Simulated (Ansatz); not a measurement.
Base system: TiO2 in the anatase structure (space group I4_1/amd, No. 141; a = 3.7698 Å, c = 9.5518 Å). Axes: x, y, z lie along a, b, c of the conventional cell.

All numbers come from Kohn–Sham DFT with the PBEsol functional, run in Ansatz (a quantum-chemistry and plane-wave program) with PAW and 420 eV plane waves, no spin-orbit coupling.

For the base:

The pressure is 0.00 GPa and the band gap comes out as 2.11 eV.

Perturbation: compressive biaxial strain of 4.24 % in the plane normal to [001], as in epitaxy on a mismatched substrate; the out-of-plane cell vector and the atoms relax.

Problem. What happens to the pressure, band gap and ratio −ε⊥/ε∥?

Solution. The pressure (mean of the normal stresses, compression positive) goes from zero to 7.53 GPa; the band gap rises by 0.437 eV (2.11 eV → 2.54 eV); the ratio −ε⊥/ε∥ is 1.73.

Whether these cells are dynamically stable was not tested. All final runs are without spin polarisation.
